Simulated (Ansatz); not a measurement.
Consider WC (space group P-6m2, No. 187; a = 2.913 Å, c = 2.835 Å; relaxed with 0.1 eV smearing). Axes: x lies along a and z along c of the hexagonal cell.

Method: r2SCAN (Ansatz, a first-principles code, PAW, no spin-orbit coupling).

Base values:

- Band gap = zero
- Shortest interatomic distance = 2.199 Å

One thing is altered: the cell is compressed by 2.00 % along z with no lateral relaxation, atoms relaxed at fixed cell.

Question: Predict the new energy relative to the base.

Answer: The energy goes up by 14 meV/atom.

Question: What happens to the stress?

Answer: The stress (xx, yy, zz, yz, xz, xy; compression positive) is (3.8, 3.8, 21.2, 0.0, 0.0, 0.0) GPa.

Question: Predict the new band gap.

Answer: The band gap remains zero.

Question: Predict the new shortest interatomic distance.

Answer: The shortest interatomic distance shrinks by 0.018 Å (2.199 Å → 2.181 Å).

The cells carry an imposed strain or load. Whether these cells are dynamically stable was not tested. The final runs are not spin-polarised.
